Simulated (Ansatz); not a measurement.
Consider a (110) superlattice of 2 layers of Si and 6 of Ge (both in the zinc blende type), in-plane lattice that of Si; the cell holds Si4Ge12.

Computed with PBE (plane waves to 420 eV, PAW; Ansatz, a first-principles code). No spin–orbit coupling; PBE gaps are too small against experiment. Its k-point mesh 8×6×2, Fermi–Dirac width 0.01 eV.

Task: Predict its period and gap.

Result: period: 16.41 Å
in-plane lattice vector: 3.869 Å
strain of bulk Ge held on this lattice, in plane and along the normal: -5.03 and -5.10 %, then +3.07 %
PBE gap of the superlattice over the mesh and listed points off it: closed, bands overlapping by 0.2 eV
